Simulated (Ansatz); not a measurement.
The parent structure is MoSi₂ (space group I4/mmm, No. 139; a = 3.217 Å, c = 7.873 Å).

(Cell as relaxed with PBE.)

Levels (all Ansatz, a program for electronic structure, PAW): PBE (420 eV, scalar-relativistic without spin-orbit coupling); PBEsol (420 eV, spin-orbit coupling left out).

Each level relaxes its own structure.

```tsv
base	PBE	PBEsol
volume per atom	13.58 Å³	13.27 Å³
lattice parameter a	3.217 Å	3.190 Å
band gap	zero	zero
```

Now apply this change: a negative pressure, −2 GPa.

| quantity | PBE | PBEsol |
|---|---|---|
| shortest interatomic distance | 2.602 Å | … |
| c/a ratio | 2.446 | … |

Q: Given the PBE results, estimate those of PBEsol.

A: 
- shortest interatomic distance, PBEsol: 2.585 Å
- c/a ratio, PBEsol: 2.450

PBE's shortest interatomic distance lies 0.017 Å above PBEsol's (0.7 %); PBE's c/a ratio lies 0.004 below PBEsol's. Neither level is exact; PBEsol is the comparison here, not a measurement.

Load acts through the strain it causes; cell and atoms are relaxed under it. No phonon test of stability was made. All final runs are without spin polarisation.
